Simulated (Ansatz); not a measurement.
Consider Hf in the hcp (Mg type) structure (space group P6_3/mmc, No. 194; a = 3.204 Å, c = 5.073 Å; relaxed with 0.1 eV smearing). Axes: x lies along a and z along c of the hexagonal cell.

Computed with Ansatz (a program for electronic structure) PBE, scalar-relativistic without spin-orbit coupling.

Strains are applied to the cell and any free atomic positions relax.

One change was made to it. Results:

```json
[
 {"quantity": "energy relative to the base (free energy F)", "base": "0 meV/atom", "after": "+3.2 meV/atom"},
 {"quantity": "pressure (mean of the normal stresses, compression positive)", "base": "0.0 GPa", "after": "1.7 GPa"}
]
```

Task: Name the change that was made.
A. uniaxial strain ε_zz = +0.50 %
B. uniaxial strain ε_zz = +2.50 %
C. uniaxial strain ε_zz = +3.00 %
D. uniaxial strain ε_zz = −1.50 %
E. uniaxial strain ε_zz = −3.00 %

Result: D, uniaxial strain ε_zz = −1.50 %. For comparison, the energy relative to the base in the other runs: uniaxial strain ε_zz = +2.50 % gives +8.1 meV/atom; uniaxial strain ε_zz = +0.50 % gives +0.3 meV/atom; uniaxial strain ε_zz = +3.00 % gives +12 meV/atom; uniaxial strain ε_zz = −3.00 % gives +13 meV/atom.

Stability against distortions was not tested. The final runs are not spin-polarised.
